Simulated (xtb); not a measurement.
xtb 6.7.1, GFN2-xTB: Fc1ccsc1-c1ccc2c(c1)oc1cc(-c3ccccc3)ccc12, 38 atoms. The geometry is a generated start, not checked to be a minimum at this level.

| Property | Value |
|---|---|
| run flags | --grad |
| method | GFN2-xTB |
| --acc | 1 (default) |
| --etemp (K) | 300 (default) |
| basis functions | 119 |
| valence electrons | 120 |

One run each on 1 thread. Values of broydamp tried: 0.02, 0.05, 0.1, 0.2, 0.4 (default), 0.6, 0.8, 1.

Problem. Which value of broydamp needs the fewest SCC iterations, and what happens away from it?

Solution. Fewest SCC iterations, within one of each other: 0.2 with 13, 0.4 (default) with 12, 0.6 with 13, 0.8 with 13, 1 with 13. The count rises to 18 at 0.02. All converge to one solution.

```
broydamp       SCC iterations            end
-------------  --------------  -------------
0.02                       18  same solution
0.05                       17  same solution
0.1                        15  same solution
0.2                        13  same solution
0.4 (default)              12  same solution
0.6                        13  same solution
0.8                        13  same solution
1                          13  same solution
```
